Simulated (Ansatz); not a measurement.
Hypothetical ReO3 type BiF3, element substitutions

The parent structure is BiF$_{3}$ in the ReO3 type structure (space group Pm-3m, No. 221; a hypothetical phase, not in the database extracts checked).

```yaml
crystal:
  lattice:
    - [4.56752, 0.00000, 0.00000]
    - [0.00000, 4.56752, 0.00000]
    - [0.00000, 0.00000, 4.56752]
  atoms:
    - { symbol: Bi, position: [0.00000, 0.00000, 0.00000] }
    - { symbol: F, position: [0.50000, 0.00000, 0.00000] }
    - { symbol: F, position: [0.00000, 0.00000, 0.50000] }
    - { symbol: F, position: [0.00000, 0.50000, 0.00000] }
```

Each row replaces one element on all its sites; cell and atoms are relaxed.

Levels (all Ansatz, an electronic-structure program, PAW): PBE (420 eV, scalar-relativistic without spin-orbit coupling); r2SCAN (500 eV, without spin-orbit coupling).

The base cell above is that of PBE; each level relaxes its own structures.

```tsv
case	shortest interatomic distance, PBE	shortest interatomic distance, r2SCAN
F → Br	2.868 Å	2.844 Å
F → Cl	2.719 Å	2.699 Å
Bi → Tl	2.183 Å	2.154 Å
Bi → As	2.062 Å	2.042 Å
```

PBE lies above r2SCAN in every row, by 0.020 Å to 0.029 Å. They put the cases in the same order.

No phonon test of stability was made. As relaxed here, BiBr3, BiCl3, TlF3 and AsF3 are hypothetical phases, not in the database extracts checked.
